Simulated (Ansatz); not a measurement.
Band structure of In3Ga (Fm-3m, 4 atoms in the cell).

```yaml
crystal:
  lattice:
    - [0.00000, 3.66564, 3.66564]
    - [3.66564, 0.00000, 3.66564]
    - [3.66564, 3.66564, 0.00000]
  atoms:
    - { symbol: In, position: [0.25000, 0.25000, 0.25000] }
    - { symbol: In, position: [0.75000, 0.75000, 0.75000] }
    - { symbol: In, position: [0.50000, 0.50000, 0.50000] }
    - { symbol: Ga, position: [0.00000, 0.00000, 0.00000] }
```

Method of the run: PBEsol, PAW files made with PBE (plane waves; Ansatz, a quantum-chemistry and plane-wave program).

Settings: basis.ecutwfc = 420 eV; kpoints.mp_grid.grid = 10 10 10; hamiltonian.xc = pbesol; hamiltonian.pseudopotentials = {kind: paw} (the program's default PAW files); scf.occupations.method = gaussian; scf.occupations.width = 0.1 eV; kpoints.band_path.npoints = 8.

The starting cell comes from a database of computed structures (which also holds hypothetical and non-ambient phases and stackings), without a prior relaxation at this level.

Levels in eV from the Fermi level, bands 23 to 30:
```csv
point,23,24,25,26,27,28,29,30
Γ,-1.92,0.15,0.15,0.15,0.17,0.17,0.17,1.12
X,-4.21,-3.80,-3.20,-3.20,4.51,4.51,4.70,4.89
W,-5.84,-5.84,-0.15,0.24,0.31,0.31,4.98,4.98
K,-6.22,-3.70,-2.78,-0.18,2.04,2.40,3.17,3.47
L,-2.80,-2.10,-0.76,-0.76,-0.74,-0.74,3.42,3.53
U,-6.22,-3.70,-2.78,-0.18,2.04,2.40,3.17,3.47
```

Bands cross the Fermi level along this path, so the cell is metallic at this level.

Keys are those of Ansatz 0.2.
